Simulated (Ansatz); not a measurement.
# CdS: biaxial strain −0.89 %, plane normal [001], relaxed out of plane

Take CdS in the wurtzite structure (space group P6_3mc, No. 186; a = 4.1636 Å, c = 6.7672 Å) as the base. Axes: x lies along a and z along c of the hexagonal cell.

One thing is altered: compressive biaxial strain of 0.89 % in the plane normal to [001], as in epitaxy on a mismatched substrate; the out-of-plane cell vector and the atoms relax.

Calculations: r2SCAN (Ansatz, a program for electronic structure; PAW; 500 eV plane waves; spin-orbit coupling left out). Settings: 9×9×5 k-points, 0.05 eV Fermi–Dirac smearing.

```json
[
 {"quantity": "volume per atom", "base": "25.40 Å³", "changed": "25.16 Å³", "shift": "-0.24 Å³"},
 {"quantity": "space group", "base": "P6_3mc (No. 186)", "changed": "P6_3mc (No. 186)", "shift": "–"},
 {"quantity": "band gap", "base": "1.63 eV", "changed": "1.62 eV", "shift": "-0.01 eV"},
 {"quantity": "gap character", "base": "direct at Γ", "changed": "direct at Γ", "shift": "–"},
 {"quantity": "width of the top valence band", "base": "1.66 eV", "changed": "1.70 eV", "shift": "+0.04 eV"},
 {"quantity": "electron mass", "base": "0.15 mₑ along c, 0.16 mₑ across (at Γ)", "changed": "0.15 mₑ out of plane, 0.16 mₑ in plane (at Γ)", "shift": "–"},
 {"quantity": "valence-band top at Γ (three highest levels, from the VBM)", "base": "0.00, 0.00, -0.04 eV", "changed": "0.00, 0.00, -0.10 eV", "shift": "–"},
 {"quantity": "out-of-plane strain", "base": "–", "changed": "+0.84 %", "shift": "–"},
 {"quantity": "ratio −ε⊥/ε∥", "base": "–", "changed": "0.95", "shift": "–"}
]
```

Masses are band curvatures over ±0.01 Å⁻¹ around the edge. Whether these cells are dynamically stable was not tested.
